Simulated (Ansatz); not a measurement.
Input and output of a self-consistent single point for TlIO3 (R3m, 5 atoms in the cell) (Ansatz, a program for electronic structure).

Computed with PBEsol, default PAW files made with PBE (plane waves; Ansatz).

The change in words: lattice scaled by 0.98; basis.ecutwfc: 420 eV → 295 eV. Reference geometry:
```xyz
5
Lattice="3.1602 1.8246 2.6634 -3.1602 1.8246 2.6634 0.0000 -3.6491 2.6634" Properties=species:S:1:pos:R:3 pbc="T T T"
Tl     0.0000     0.0000     0.1199
I      0.0000     0.0000     4.0100
O      1.3949     0.8053     4.8662
O     -1.3949     0.8053     4.8662
O      0.0000    -1.6107     4.8662
```

Reference input (self-consistent single point, DFT, PBEsol, plane waves, default PAW files made with PBE): basis.ecutwfc = 420 eV; kpoints.mp_grid.grid = 6 6 6; hamiltonian.xc = pbesol; hamiltonian.pseudopotentials = {kind: paw} (the program's default PAW files); scf.occupations.method = fermi_dirac; scf.occupations.width = 0.02 eV. This run's input differs from it in these lines:

Ansatz 0.2 input:
```diff
@@ -2,5 +2,5 @@
   lattice:
-    - [3.160247, 1.824569, 2.663399]
-    - [-3.160247, 1.824569, 2.663399]
-    - [0.000000, -3.649140, 2.663399]
+    - [3.097042, 1.788078, 2.610131]
+    - [-3.097042, 1.788078, 2.610131]
+    - [0.000000, -3.576157, 2.610131]
   atoms:
@@ -12,3 +12,3 @@
 basis:
-  ecutwfc: 420.0
+  ecutwfc: 295.0
 kpoints:
```

The program printed (abridged):

```
SCF iter   1: F=—  HF=-20403.877839 eV  |F-HF|=—  |Δ(HF+E_count)|=         —  Δρ=2.90e-2  dr2=4.05e-1  ethr=1.77e-3  ⟨swp⟩=8.2  Hψ=4812  notcnv=0
all-band conjugate gradients solve this SCF's bands
preconditioner: auto → Resta (q_TF=auto, 2.472 Å⁻¹)
SCF iter   2: F=—  HF=-20403.774013 eV  |F-HF|=—  |Δ(HF+E_count)|=   1.04e-1  Δρ=7.11e-3  dr2=1.92e-2  ethr=8.43e-4  ⟨swp⟩=2.8  Hψ=1935  notcnv=0  defer=32
   [... lines left out ...]
SCF iter   4: F=—  HF=-20403.776701 eV  |F-HF|=—  |Δ(HF+E_count)|=   2.08e-3  Δρ=3.42e-4  dr2=4.68e-5  ethr=5.39e-6  ⟨swp⟩=2.9  Hψ=1739  notcnv=0  defer=32
SCF iter   5: F=—  HF=-20403.776150 eV  |F-HF|=—  |Δ(HF+E_count)|=   5.50e-4  Δρ=6.86e-5  dr2=6.71e-6  ethr=9.75e-8  ⟨swp⟩=2.0  Hψ=1268  notcnv=0  defer=32
SCF iter   6: F=—  HF=-20403.776153 eV  |F-HF|=—  |Δ(HF+E_count)|=   2.83e-6  Δρ=1.80e-5  dr2=2.81e-7  ethr=1.40e-8  ⟨swp⟩=2.1  Hψ=1225  notcnv=0  defer=32
SCF iter   7: F=-20403.776153 eV  HF=-20403.776153 eV  |F-HF|=6.33e-9  |Δ(HF+E_count)|=   1.59e-7  Δρ=4.50e-6  dr2=2.20e-8  ethr=2.08e-10  ⟨swp⟩=10.3  Hψ=4017  notcnv=0
SCF 1 converged in 7 iterations: F = -20403.776153 eV  dr2 = 2.20e-8
Free energy (F): -20403.776153 eV
Internal energy: -20403.776153 eV  (E = F + TS)
E sigma→0 (E₀):  -20403.776153 eV
Fermi energy:    8.228208 eV
--- Forces (eV/Å), atoms counted from 1 ---
  atom   1  Tl     0.00000000     0.00000000    -0.02105060
  atom   2  I     -0.00000000     0.00000014    -2.25446399
  atom   3  O      1.15984263     0.66963541     0.75850413
  atom   4  O     -1.15984263     0.66963541     0.75850413
  atom   5  O     -0.00000000    -1.33927096     0.75850400
--- Stress (GPa, compression-positive) ---
        6.735173       0.000000       0.000000
        0.000000       6.735173       0.000000
        0.000000       0.000000       4.531530
  P = ⅓ Tr σ = 6.0006 GPa (60.006 kbar)
  The stress holds the Pulay correction. Without it, at fixed plane waves, as pw.x and ABINIT print it: P = -13.8343 GPa
```

The run converged in 7 iterations. Against the reference run the free energy goes up by 364 meV/atom, the pressure goes from -0.08 to 6.00 GPa, the largest force goes from 0.354 to 2.254 eV/Å and the gap on the mesh goes from 2.696 to 2.734 eV.

The starting cell comes from a database of computed structures (which also holds hypothetical and non-ambient phases and stackings), without a prior relaxation at this level. Its lattice was rescaled by up to half a per cent. One atom was moved a little off its site on purpose. For this run, on top of that: lattice scaled by 0.98. Spin-orbit coupling is off. Forces in this geometry exceed 1 eV/Å. Ansatz's pressure includes its estimate of the finite-basis (Pulay) stress. Without the estimate this run gives -13.83 GPa. The cutoff lies below the one recommended for these files.
